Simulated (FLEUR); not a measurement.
A self-consistent single point of BaAlGe (P-6m2, 3 atoms in the cell) with FLEUR.

Method of the run: PBEsol, all-electron FLAPW (FLEUR), scalar-relativistic valence run with FLEUR.

The change in words: lattice scaled by 0.98. Reference geometry:
```xyz
3
Lattice="4.4375 0.0000 0.0000 -2.2187 3.8430 0.0000 0.0000 0.0000 5.3297" Properties=species:S:1:pos:R:3 pbc="T T T"
Ba     0.0000     0.0000     0.0000
Al     2.2188     1.2810     2.6649
Ge     0.0000     2.5620     2.6649
```

Reference input (self-consistent single point, DFT, PBEsol, all-electron FLAPW (FLEUR), scalar-relativistic valence): Kmax = 4.6 1/bohr; GmaxXC = 18.4 1/bohr; xcFunctional = PBEs; jspins = 1; l_soc = F; mode = hist; fermiSmearingEnergy = 0.00367493 Htr; mesh (inpgen div1-3) = 6 6 4; inpgen gamma flag = true; Gmax = 18.4 1/bohr; numbands = 0; maxIterBroyd = 15. This run's input differs from it in these lines:

```diff
@@ -3,5 +3,5 @@
 &input film=f /
-4.4374958469 0.0000000355 0.0000000000
--2.2187479542 3.8429841148 0.0000000000
-0.0000000000 0.0000000000 5.3297120000
+4.3487457052 0.0000000684 0.0000000000
+-2.1743729118 3.7661242211 0.0000000000
+0.0000000000 0.0000000000 5.2231180000
 1.8897261246
@@ -45,5 +45,5 @@
          <bravaisMatrix>
-            <row-1>    8.3856518296909321     0.0000000670852774     0.0000000000000000</row-1>
-            <row-2>   -4.1928259729545436     7.2621874781603655     0.0000000000000000</row-2>
-            <row-3>    0.0000000000000000     0.0000000000000000    10.0716960029941145</row-3>
+            <row-1>    8.2179383683584888     0.0000001292572669     0.0000000000000000</row-1>
+            <row-2>   -4.1089692960510309     7.1169433291014963     0.0000000000000000</row-2>
+            <row-3>    0.0000000000000000     0.0000000000000000     9.8702625364685037</row-3>
          </bravaisMatrix>
```

Log, with long lists cut:

```
 Iteration:     1   Distance:       4.63186280 me/bohr^3
 Iteration:     2   Distance:       4.33744904 me/bohr^3
 Iteration:     3   Distance:       1.61892091 me/bohr^3
 Iteration:     4   Distance:       0.98361238 me/bohr^3
 Iteration:     5   Distance:       0.72795847 me/bohr^3
   [... 9 lines left out ...]
 Iteration:    15   Distance:       0.00004603 me/bohr^3
 Iteration:    16   Distance:       0.00004208 me/bohr^3
 Iteration:    17   Distance:       0.00002018 me/bohr^3
 Iteration:    18   Distance:       0.00000579 me/bohr^3
 Run finished successfully
 Stop message:
   Structural relaxation: Done

[file out, last iteration]
             iter=     19
[...]
          total density-effective poten   -1.7409392325E+04
          total charge density-energy d   -2.9149200186E+02
 Updated energy parameters for spin:           1
[...]
 fermi energy and band-weighting factors:

[...]
FERMIE:
          first approx. to ef    (T=0)  :   0.268462 htr   (energy of the highest occ. eigenvalue)
          number of occ. states  (T=0)  :        284
          first approx. to seigv (T=0)  :  -7.689225 htr
          sum of weights of occ. states :  13.520833
          sum of semicore charge        :   0.000000 e
FERHIS:  Fermi-Energy by histogram:
          bandgap                     :   0.002333 htr
   [... lines left out ...]
          charge neutrality (T=0)     :   0.041667    (zero if the highest occ. eigenvalue is "entirely" occupied)
     EF_NEWTON:  Adjust Fermi-Energy by Newton-Method.
 Direct bandgap for spin            1 :    2.8921061453490216E-002  Htr
 ---->    free energy=                    -10476.1530545373 htr
   [... lines left out ...]
 TOTAL FORCE FOR ATOM TYPE=  1  X=  0.000   Y=  0.000   Z=  0.000
                       FX_TOT= 0.000000 FY_TOT= 0.000000 FZ_TOT= 0.000000
 TOTAL FORCE FOR ATOM TYPE=  2  X= -4.109   Y=  2.372   Z=  4.935
                       FX_TOT= 0.000000 FY_TOT= 0.000000 FZ_TOT= 0.000000
 TOTAL FORCE FOR ATOM TYPE=  3  X=  4.109   Y= -2.372   Z=  4.935
                       FX_TOT= 0.000000 FY_TOT= 0.000000 FZ_TOT= 0.000000
 Structural relaxation: Done
```

The run converged in 18 iterations. FLEUR gives forces in its relaxation mode, with a further iteration, so its stop message speaks of a relaxation. Against the reference run the free energy goes down by 27.0 meV/atom.

The starting cell comes from a database of computed structures (which also holds hypothetical and non-ambient phases and stackings), without a prior relaxation at this level. Its lattice was rescaled by a random factor within 2.5 % of one. For this run, on top of that: lattice scaled by 0.98. Values depend on the basis (sphere radii, cutoffs, local orbitals), which need not be converged. The log's line on a gap gives a spacing of levels on this mesh, which the program prints for metals too.

Cost on one core of a shared machine: roughly 8 min.
